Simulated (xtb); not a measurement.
xtb 6.7.1, GFN2-xTB: Zr(OtBu)3(NH2) (CC(C)(C)[O][Zr]([NH2])([O]C(C)(C)C)[O]C(C)(C)C), 46 atoms. The geometry is a generated start, not checked to be a minimum at this level.

```
Property                                                                                                        Value
------------------------  -------------------------------------------------------------------------------------------
method                                                                                                       GFN2-xTB
--acc                                                                                                     1 (default)
--etemp (K)                                                                                             300 (default)
detailed input (--input)  none: ANC optimiser, Lindh (1995) Hessian, microcycle=20, maxdispl=1.0, hlow=0.01 (default)
basis functions                                                                                                   103
valence electrons                                                                                                 104
```

Charge 0 and multiplicity 1 are set for this test and not shown to be the ground state.

The structure is relaxed from this start with --opt LEVEL for the levels crude, sloppy, loose, lax, normal, tight, vtight, extreme, once each. Up to the end of the extreme run atoms move by at most 1.6 Å along an axis.

Q: Choose the cheapest level whose final energy lies within 20 meV of that of extreme.

A: normal: 44 cycles against 64, ending 0.63 meV above.

```tsv
level	cycles	energy above the extreme run (meV)	gradient norm (eV/Å)
crude	1	110	0.15
sloppy	1	110	0.15
loose	1	110	0.15
lax	4	100	0.10
normal	44	0.63	0.021
tight	48	0.30	0.035
vtight	58	0.011	0.0083
extreme	64	—	0.0016
```
